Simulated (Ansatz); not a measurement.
Base system: ZnS in the zinc blende structure (space group F-43m, No. 216).

```
CELL_PARAMETERS angstrom
      0.00000     2.67846     2.67846
      2.67846     0.00000     2.67846
      2.67846     2.67846     0.00000
ATOMIC_POSITIONS crystal
  S  0.75000 0.75000 0.75000
  Zn 0.00000 0.00000 0.00000
```

Cartesian axes are those of the cell as printed.

Calculations: PBEsol (Ansatz, a quantum-chemistry and plane-wave program, PAW, no SOC), earlier PAW set.

Before the change:

```
Item                                 Value
---------------------  -------------------
Valence-band top at Γ  0.00, 0.00, 0.00 eV
```

Now apply this change: biaxial strain −2.89 %, plane normal [110], relaxed out of plane (Cartesian); in-plane vectors clamped, the third vector and the atoms free.

**Question.** What does the calculation give for the in-plane stress after the change?

**Answer.** The mean in-plane stress (compression positive) comes out as +4.3 GPa.

**Question.** What happens to the valence-band top at Γ?

**Answer.** The valence-band top at Γ (three highest levels, from the VBM) goes from 0.00, 0.00, 0.00 eV to 0.00, -0.08, -0.30 eV.

The levels and masses belong to the bands next to the band gap. Whether these cells are dynamically stable was not tested.
